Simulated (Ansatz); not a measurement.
Results of LDA in Ansatz (plane waves, PAW) for 1T (CdI2-type) CaI2.

Run with plane-wave cutoff 520 eV, 12×12×6 k mesh (along the axes of the cell as run), Fermi–Dirac smearing 0.01 eV, scalar-relativistic PAW data made under PBE.

Cell (measured lattice):

CaI2 has the trigonal space group P-3m1 (No. 164), the CdI2 type structure, Pearson symbol hP3. Lattice parameters: a = 4.4800 Å, b = 4.4800 Å, c = 6.9600 Å, α = 90.00°, β = 90.00°, γ = 120.00°. Ca on 1a sees 6 I at 3.117 Å (octahedral). I on 2d sees 3 Ca at 3.117 Å (trigonal pyramidal). (Neighbours: up to the widest gap in distance over summed covalent radii, below 1.35, at either atom; cation-cation and far metal-metal contacts left out.)

Problem. Give the computed band gap and smallest direct gap on the k points sampled.

Solution. 
* **band gap**: 3.32 eV
* **smallest direct gap on the k points sampled**: 3.88 eV

Note: cell and atoms aren't relaxed at this level (largest force component 0.12 eV/Å, pressure -1.4 GPa).

Spin–orbit coupling is not included; with these elements it can move the gap by several tenths of an eV or more.

The result took very roughly 40 core-seconds.

Ansatz is a first-principles code.
